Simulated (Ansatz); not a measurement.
Base system: Tb in the hcp (Mg type) structure (space group P6_3/mmc, No. 194; a = 3.4628 Å, c = 5.5611 Å; ferromagnetic).

All numbers come from PBEsol (Ansatz, a quantum-chemistry and plane-wave program; PAW; 420 eV plane waves; no spin-orbit coupling).

Base values:

| Item | Value |
|---|---|
| Volume per atom | 28.87 Å³ |
| c/a ratio | 1.606 |

One thing is altered: spin polarisation is switched off and the cell is relaxed again.

### Question
Estimate the effect on the energy relative to the base.

### Answer
The energy grows by 5.22 eV/atom (to 0.01 eV only: unlike meshes or grids).

### Question
What does the calculation give for the volume per atom after the change?

### Answer
The volume per atom drops by 3.489 Å³, from 28.87 Å³ to 25.39 Å³.

### Question
How does this affect the c/a ratio?

### Answer
The c/a ratio drops by 0.021, from 1.606 to 1.585.

Other magnetic orders, which the real material may have, were not ruled out. Open 4f shells without U are poorly described, and the f state was not checked. No phonon test of stability was made. Spin-polarised in the final run: base; the other runs are not.
